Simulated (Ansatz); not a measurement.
The reference is BaHfO3 in the cubic perovskite structure (space group Pm-3m, No. 221).

```xyz
5
Lattice="4.1575 0.0000 0.0000 0.0000 4.1575 0.0000 0.0000 0.0000 4.1575" Properties=species:S:1:pos:R:3 pbc="T T T"
Ba     0.0000     0.0000     0.0000
Hf     2.0788     2.0788     2.0788
O      2.0788     0.0000     2.0788
O      0.0000     2.0788     2.0788
O      2.0788     2.0788     0.0000
```

Cartesian axes are those of the cell as printed.

Level of theory: PBEsol (Ansatz, a first-principles code, PAW, without spin-orbit coupling).

Strains are applied to the cell and any free atomic positions relax.

One change was made to it. Results:

| quantity | base | after |
|---|---|---|
| band gap | 3.58 eV | 3.52 eV |
| smallest direct gap | 3.67 eV | 3.63 eV |
| energy relative to the base (free energy F) | 0 meV/atom | +2.1 meV/atom |

Problem. Which change produced these results?
(A) uniaxial strain ε_zz = +0.60 %
(B) uniaxial strain ε_zz = +2.40 %
(C) uniaxial strain ε_zz = +1.20 %

Solution. C, uniaxial strain ε_zz = +1.20 %. For comparison, the energy relative to the base in the other runs: uniaxial strain ε_zz = +0.60 % gives +0.5 meV/atom; uniaxial strain ε_zz = +2.40 % gives +8.1 meV/atom.

Spin-orbit coupling, missing from the scalar runs, can matter with Hf. Stability against distortions was not tested.
